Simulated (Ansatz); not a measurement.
Cubic perovskite CsPbCl₃ (cubic high-temperature phase) was calculated with r²SCAN-D4 in Ansatz (PAW).

Run with plane-wave cutoff 500 eV, 6×6×6 k mesh, gaussian smearing 0.02 eV, scalar-relativistic PAW data made under PBE.

Computed at the level's own relaxed cell.

**Question.** Give the computed volume per atom, lattice constant a and band gap.

**Answer.** 
volume per atom: 36.14 Å³/atom
lattice constant a: 5.654 Å
band gap: 2.41 eV (on the SCF k mesh)

Note: the relaxation could not lower the start's symmetry, so the cell can be a saddle point above a distorted one.

Spin–orbit coupling is not included; with these elements it can move the gap by several tenths of an eV or more.

Static lattice: no zero-point or thermal effects.

Ansatz is a quantum-chemistry and plane-wave program.
